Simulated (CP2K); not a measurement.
Troubleshooting CP2K: a failed run on LuTe (Fm-3m, 2 atoms in the cell). The aim is a self-consistent single point with DFT LDA (Pade form), GPW, DZVP-MOLOPT-SR-GTH basis, GTH-PADE potentials (GTH_POTENTIALS).

Input as run:

```
&GLOBAL
  PROJECT calc
  RUN_TYPE ENERGY_FORCE
  PRINT_LEVEL LOW
&END GLOBAL
&FORCE_EVAL
  METHOD Quickstep
  STRESS_TENSOR ANALYTICAL
  &DFT
    BASIS_SET_FILE_NAME BASIS_MOLOPT_SR
    BASIS_SET_FILE_NAME BASIS_MOLOPT_UCL
    POTENTIAL_FILE_NAME GTH_POTENTIALS
    &QS
      METHOD GPW
      EPS_DEFAULT 1E-10
    &END QS
    &MGRID
      CUTOFF 500
      REL_CUTOFF 40
      NGRIDS 5
    &END MGRID
    &SCF
      SCF_GUESS ATOMIC
      EPS_SCF 1E-6
      MAX_SCF 100
      ADDED_MOS 6
      &DIAGONALIZATION
        ALGORITHM STANDARD
      &END DIAGONALIZATION
      &MIXING
        METHOD BROYDEN_MIXING
        ALPHA 0.3
        NBUFFER 8
        BETA 1
      &END MIXING
      &SMEAR ON
        METHOD MARZARI_VANDERBILT
        SIGMA [eV] 0.1
      &END SMEAR
    &END SCF
    &KPOINTS
      SCHEME MONKHORST-PACK 7 7 7
    &END KPOINTS
    &XC
      &XC_FUNCTIONAL PADE
      &END XC_FUNCTIONAL
    &END XC
    &PRINT
      &MO
        EIGENVALUES T
        OCCUPATION_NUMBERS T
        NDIGITS 8
        FILENAME mo
        &EACH
          QS_SCF 0
        &END EACH
        ADD_LAST NUMERIC
      &END MO
      &MULLIKEN OFF
      &END MULLIKEN
    &END PRINT
  &END DFT
  &SUBSYS
    &CELL
      ABC 4.21506400 4.21506356 4.21506367
      ALPHA_BETA_GAMMA 59.99999855 59.99999741 59.99999658
      PERIODIC XYZ
    &END CELL
    &COORD
      Te       4.21506400     2.43356800     1.72079250
      Lu       0.00000000     0.00000000     0.00000000
    &END COORD
    &KIND Te
      BASIS_SET DZVP-MOLOPT-SR-GTH-q6
      POTENTIAL GTH-PADE-q6
    &END KIND
    &KIND Lu
      BASIS_SET DZVP-MOLOPT-SR-GTH-q25
      POTENTIAL GTH-PADE-q25
    &END KIND
  &END SUBSYS
  &PRINT
    &FORCES ON
    &END FORCES
    &STRESS_TENSOR ON
    &END STRESS_TENSOR
  &END PRINT
&END FORCE_EVAL
```

Output, abridged:

```
 GLOBAL| Method name                                                        CP2K
 GLOBAL| Project name                                                       calc
 GLOBAL| Run type                                                   ENERGY_FORCE

 *******************************************************************************
 *   ___                                                                       *
 *  /   \                                                                      *
 * [ABORT]                                                                     *
 *  \___/   The specified OLD file <BASIS_MOLOPT_SR> cannot be opened. It does *
 *    |      not exist. *
 *  O/|
 * /| |
 * / \                                                   common/cp_files.F:406 *
 *******************************************************************************

 ===== Routine Calling Stack =====

            3 read_qs_kind
            2 create_qs_kind_set
            1 CP2K
Abort(1) on node 0 (rank 0 in comm 0): application called MPI_Abort(MPI_COMM_WORLD, 1) - process 0
```

Question: From the messages shown, name the fault and mend the input.

Answer: The fault is a potential or basis that cannot be found. The input names a file or set that is not where the program looks, or that does not exist under that name. To fix it, correct the name or place the file. The program stopped before any SCF iteration.

An input that runs soundly differs in these lines (not the only fix; some lines may just follow from the change or write a value another way):
```diff
-    BASIS_SET_FILE_NAME BASIS_MOLOPT_SR
+    BASIS_SET_FILE_NAME BASIS_MOLOPT
```

With that input, the run converged in 11 iterations: free energy E − TS -7369.0143 eV; Fermi level (on the code's own zero) 8.95 eV; pressure -2.56 GPa (DFT LDA (Pade form), GPW, DZVP-MOLOPT-SR-GTH basis, GTH-PADE potentials (GTH_POTENTIALS)).

On the sound input: the starting cell comes from a database of published, mostly measured structures (it also holds non-ambient and calculated ones), without a prior relaxation at this level. Values carry the incompleteness of an atom-centred basis.
